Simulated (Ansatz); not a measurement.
**SrHfO3, response to strain**

Start from SrHfO3 in the cubic perovskite structure (space group Pm-3m, No. 221; a = 4.106 Å). Axes: x, y, z lie along the cube axes.

Strains are applied to the cell and any free atomic positions relax; under biaxial strain the out-of-plane vector relaxes too.

Level of theory: PBEsol, PAW, 420 eV (Ansatz, a quantum-chemistry and plane-wave program; scalar-relativistic without spin-orbit coupling).

Notes on the quantities. energy relative to the base: free energy F.

| change | smallest direct gap | energy relative to the base | volume per atom |
|---|---|---|---|
| base | 3.90 eV | 0 meV/atom | 13.84 Å³ |
| biaxial strain +0.76 %, plane normal [001], relaxed out of plane | 3.84 eV | +2.0 meV/atom | 14.01 Å³ |
| biaxial strain −4.77 %, plane normal [111], relaxed out of plane | 3.29 eV | +61 meV/atom | 13.12 Å³ |
| tensor shear ε_xy = −2.56 % | 3.58 eV | +9.2 meV/atom | 13.83 Å³ |
| tensor shear ε_yz = −0.48 % | 3.84 eV | +0.3 meV/atom | 13.84 Å³ |

Spin-orbit coupling, missing from the scalar runs, can matter with Hf. Whether these cells are dynamically stable was not tested. Many cubic perovskites are stable only at high temperature; tilts and polar distortions were not tested.
